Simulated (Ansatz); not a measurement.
Take Mg in the diamond structure (space group Fd-3m, No. 227; a = 6.870 Å; a hypothetical phase, not in the database extracts checked; relaxed with 0.1 eV smearing) as the base.

(Cell as relaxed with PBE.)

Levels (all Ansatz, a quantum-chemistry and plane-wave program, PAW): PBE (420 eV, no spin-orbit coupling); PBEsol (420 eV, no spin-orbit coupling).

Each level relaxes its own structure.

| base | PBE | PBEsol |
|---|---|---|
| volume per atom | 40.54 Å³ | 38.99 Å³ |
| lattice parameter a | 6.870 Å | 6.782 Å |
| band gap | zero | zero |

Now apply this change: an isotropic linear strain of +3.23 %; the atoms relax in the strained cell.

```json
[
 {"quantity": "pressure", "PBE": "-0.8 GPa", "PBEsol": "-0.9 GPa"},
 {"quantity": "energy relative to the base (free energy F)", "PBE": "+12 meV/atom", "PBEsol": "+12 meV/atom"},
 {"quantity": "band gap", "PBE": "zero", "PBEsol": "zero"}
]
```

The two agree on the energy relative to the base and band gap. Neither level is exact; PBEsol is the comparison here, not a measurement.

No phonon test of stability was made.
